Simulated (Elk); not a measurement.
A self-consistent single point of GaN (F-43m, 2 atoms in the cell) with Elk.

Computed with PBE, all-electron FP-LAPW, Elk's shipped species files, APW+lo basis with extra local orbitals (Elk).

```yaml
crystal:
  lattice:
    - [0.00000, 2.30195, 2.30195]
    - [2.30195, 0.00000, 2.30195]
    - [2.30195, 2.30195, 0.00000]
  atoms:
    - { symbol: Ga, position: [0.00000, 0.00000, 0.00000] }
    - { symbol: N, position: [0.75000, 0.75000, 0.75000] }
```

Reference input (self-consistent single point, DFT, PBE, all-electron FP-LAPW, Elk's shipped species files, APW+lo basis with extra local orbitals): xctype = 20; rgkmax = 7.5; stype = 0; swidth = 0.0001 Ha; ngridk = 6 6 6; gmaxvr = 14 1/bohr; nxlo = 2; lorbcnd = true; rmtscf = 0.84; lmaxi = 2. This run's input differs from it in these lines:

```diff
@@ -48,3 +48,3 @@
 ngridk
-  6 6 6
+  5 5 5
```

Output (repeated stretches shortened):

```
│ Self-consistent loop started │
│ Loop number : 1 │
 total energy                :     -2000.28371576
│ Loop number : 2 │
 total energy                :     -2000.33122573
RMS change in Kohn-Sham potential (target) :    1.680667266     (  0.1000000000E-05)
Absolute change in total energy (target)   :   0.4750996661E-01 (  0.1000000000E-03)
│ Loop number : 3 │
 total energy                :     -2000.19427508
RMS change in Kohn-Sham potential (target) :    1.643832158     (  0.1000000000E-05)
Absolute change in total energy (target)   :   0.1250731612     (  0.1000000000E-03)
│ Loop number : 4 │
   [... lines left out ...]
Absolute change in total energy (target)   :   0.8118854096E-03 (  0.1000000000E-03)
│ Loop number : 14 │
 total energy                :     -1999.00467573
RMS change in Kohn-Sham potential (target) :   0.1053775499E-05 (  0.1000000000E-05)
Absolute change in total energy (target)   :   0.2552065930E-03 (  0.1000000000E-03)
│ Loop number : 15 │
 total energy                :     -1999.00466851
RMS change in Kohn-Sham potential (target) :   0.3042388993E-06 (  0.1000000000E-05)
Absolute change in total energy (target)   :   0.7102146856E-04 (  0.1000000000E-03)
Convergence targets achieved

│ Loop number : 16 │

Energies :
 Fermi                       :     0.214366957582
 total energy                :     -1999.00466612

Density of states at Fermi energy :   0.8541128998E-05
 (states/Hartree/unit cell)

Estimated indirect band gap :   0.4710707261E-01
 from k-point      1 to k-point      1
Estimated direct band gap   :   0.4710707261E-01
 at k-point      1

Charges :
 core                        :    20.00000000
 valence                     :    18.00000000
 interstitial                :    3.487912735
 muffin-tins (core leakage)
  species :    1 (Ga)
   atom    1                 :    28.87562726     (  0.5705309557E-02)
  species :    2 (N)
   atom    1                 :    5.636460000     (  0.3769640003E-05)
 total in muffin-tins        :    34.51208726
 total calculated charge     :    37.98912612
 total charge                :    38.00000000
 error                       :   0.1087387647E-01

│ Self-consistent loop stopped │
```

The run converged in 16 iterations. The count includes the last loop, which Elk runs after its targets are met. Against the reference run the total energy rises by 5.4 meV/atom and the gap on the mesh moves little (1.286 to 1.282 eV).

The starting cell comes from a database of computed structures (which also holds hypothetical and non-ambient phases and stackings), without a prior relaxation at this level. Its lattice was rescaled by a random factor within 2.5 % of one. Values depend on the basis (sphere radii, cutoffs, local orbitals), which need not be converged.
